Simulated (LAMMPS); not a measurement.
Melts of Pd (fcc) cooled to 300 K at several rates.

All values are model results, not measurements: classical MD, pair style meam, file library.meam (library.meam-Pd), run in LAMMPS.

```json
[
 {"cooling rate (K/s)": "3e+12", "energy above the crystal": "0.147 eV/atom", "state": "glass", "density": "11.6 g/cm³ (one sample)", "coordination number": "10.5 (counted to 3.14 Å)", "rough cost": "22 core-minutes"},
 {"cooling rate (K/s)": "1e+13", "energy above the crystal": "0.154 eV/atom", "state": "glass", "density": "11.6 g/cm³ (one sample)", "coordination number": "10.4 (counted to 3.14 Å)", "rough cost": "10 core-minutes"},
 {"cooling rate (K/s)": "1e+14", "energy above the crystal": "0.171 eV/atom", "state": "glass", "density": "11.4 g/cm³ (one sample)", "coordination number": "10.0 (counted to 3.10 Å)", "rough cost": "5 core-minutes"}
]
```

Costs are rough and include melting and analysis.

Caution: the potential MEAM library.meam-Pd is a first-neighbour MEAM set with a 4 Å cutoff, used here without a parameter file and away from the static properties it was fitted to.
